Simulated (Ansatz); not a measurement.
Short convergence ladders for Mo2N (R3m, 3 atoms in the cell)

```
Mo2N
1.0
    1.44510     0.83433     5.01710
   -1.44510     0.83433     5.01710
    0.00000    -1.66866     5.01710
Mo N
2 1
Direct
  0.24621   0.24621   0.24621
  0.75711   0.75711   0.75711
  0.00000   0.00000   0.00000
```

Base method: LDA (PW92), default PAW files made with PBE (plane waves; Ansatz, a first-principles code).

Base settings: basis.ecutwfc = 30.9 Ry; kpoints.mp_grid.grid = 11 11 11; hamiltonian.xc = lda; hamiltonian.pseudopotentials = {kind: paw} (the program's default PAW files); scf.occupations.method = fermi_dirac; scf.occupations.width = 0.0073 Ry.

The count of work is k-points × plane waves × bands × iterations; it is no time. Core times come from one kind of shared machine, to one figure; runs under 30 s give none.

**The cutoff for other potential files**

Level: DFT, LDA (PW92), plane waves, harder PAW files (source: ansatz) made with PBE.

In this ladder: hamiltonian.pseudopotentials = {kind: paw, source: ansatz}.

The second cell is the first with its lattice scaled by 0.98.

The mesh stays at the base's, so the ladder's end is converged at best in this setting alone.

The first pressure column holds Ansatz's estimate of the finite-basis (Pulay) stress, which hides part of the cutoff error; the other is without it.

Only quantities that move along the ladder and can be compared are tabulated.

```tsv
basis.ecutwfc	free energy less the last step's (meV/atom)	energy of the compressed cell less the first (meV/atom)	pressure (GPa)	pressure without the Pulay estimate (GPa)	largest difference of a force vector from the last step's (eV/Å)	count of work / last
28.7 Ry	458.09	-13.57	-13.30	-35.26	0.054	0.11
35.3 Ry	134.71	-16.43	-13.30	-21.32	0.015	0.14
44.8 Ry	20.75	-17.49	-13.55	-15.21	0.001	0.21
54.4 Ry	3.21	-17.47	-13.55	-13.80	0.000	0.28
63.9 Ry	1.25	-17.48	-13.55	-13.58	0.000	0.35
76.8 Ry	0.76	-17.48	-13.55	-13.58	0.000	0.47
95.9 Ry	0.23	-17.48	-13.55	-13.56	0.000	0.66
127.9 Ry	0.00	-17.48	-13.55	-13.55	0.000	1.0
```

Coarsest basis.ecutwfc that holds the pressure within 0.2 GPa of the last step, with all finer ones: 44.8 Ry, at 0.21 of the last step's count of work; the step before is off by 0.25 GPa.

Coarsest basis.ecutwfc that holds the free energy within 5 meV/atom of the last step, with all finer ones: 54.4 Ry, at 0.28 of the last step's count of work; the step before is off by 21 meV/atom.

Coarsest basis.ecutwfc that holds the energy of the compressed cell less the first within 0.5 meV/atom of the last step, with all finer ones: 44.8 Ry, at 0.21 of the last step's count of work; the step before is off by 1.0 meV/atom.

The energy difference between the two cells stays within 1 meV/atom of the last step's from 44.8 Ry on, the total only from 76.8 Ry on: much of the error is common to both cells and cancels.

At the lowest cutoff the pressure without the Pulay estimate lies 21.7 GPa under the last step's, the usual sign of Pulay stress in an incomplete plane-wave basis.

**The relaxed cell against the cutoff**

On Mo2N (R-3m, 3 atoms in the cell): atoms on their sites.

In this ladder: relax = cell and atoms.

The mesh stays at the base's, so the ladder's end is converged at best in this setting alone.

Only quantities that move along the ladder and can be compared are tabulated.

| basis.ecutwfc | relaxed volume (Å³/atom) | relaxation steps | core time / last (rough) |
|---|---|---|---|
| 15.4 Ry | 11.717 | 35 | 1 |
| 18.4 Ry | 11.479 | 20 | 0.9 |
| 21.7 Ry | 11.540 | 14 | 0.8 |
| 26.1 Ry | 11.562 | 8 | 0.5 |
| 30.9 Ry | 11.557 | 8 | 0.7 |
| 37.1 Ry | 11.559 | 5 | 0.5 |
| 46.3 Ry | 11.558 | 5 | 0.7 |
| 61.7 Ry | 11.558 | 5 | 1 |

Coarsest basis.ecutwfc that holds the relaxed volume within 0.012 Å³/atom of the last step, with all finer ones: 26.1 Ry; the step before is off by 0.018 Å³/atom.

At the lowest cutoff the cell relaxes to a volume 1.4 % larger than at the highest. Ansatz relaxes on a stress corrected for the finite basis.

On the base run: the starting cell comes from a database of computed structures (which also holds hypothetical and non-ambient phases and stackings), without a prior relaxation at this level. Its lattice was rescaled by up to half a per cent. One atom was moved a little off its site on purpose. Spin polarisation is off; with an odd number of electrons in the cell that forces a metal, and a magnetic state may lie lower.

Keys are those of Ansatz 0.2.
